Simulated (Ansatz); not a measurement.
The starting structures come from a database of crystals and need not be the phases stable at ambient conditions.

 Where the default PAW files enter, the runs use the earlier of Ansatz's two default sets.

Tunnelling through a barrier is set by its complex band structure: the current falls as exp(−2κd) with the smallest κ.

Consider the following.

```
CELL_PARAMETERS angstrom
      3.88119     0.00000     0.00000
     -1.94060     3.36121     0.00000
      0.00000     0.00000    25.41425
ATOMIC_POSITIONS crystal
  Zn 0.33333 0.66667 0.12512
  Zn 0.00000 0.00000 0.00016
  Zn 0.66667 0.33333 0.62505
  Zn 0.66667 0.33333 0.87514
  Zn 0.00000 0.00000 0.75002
  Zn 0.33333 0.66667 0.50008
  Zn 0.00000 0.00000 0.37509
  Zn 0.66667 0.33333 0.25013
  S  0.66667 0.33333 0.34372
  S  0.66667 0.33333 0.71858
  S  0.33333 0.66667 0.21873
  S  0.00000 0.00000 0.84367
  S  0.66667 0.33333 0.96881
  S  0.00000 0.00000 0.09373
  S  0.33333 0.66667 0.59369
  S  0.00000 0.00000 0.46869
```

Space group of this cell: P3m1. The cell is strained (all lengths scaled by 1.02); by r2SCAN its mean pressure is -3.9 GPa.

Transport runs along the normal of the first two printed cell vectors, the (001) plane of the conventional cell.

The gap is the functional's own. No spin-orbit coupling. Mid-gap values are interpolated on the energy grid.

**Question.** Give the band gap and the smallest decay constant κ at mid-gap that r2SCAN (Ansatz, a first-principles code) yields.

**Answer.** Gap 2.45 eV on a 12×12×2 mesh; κ = 0.163 1/Å, at the zone centre.
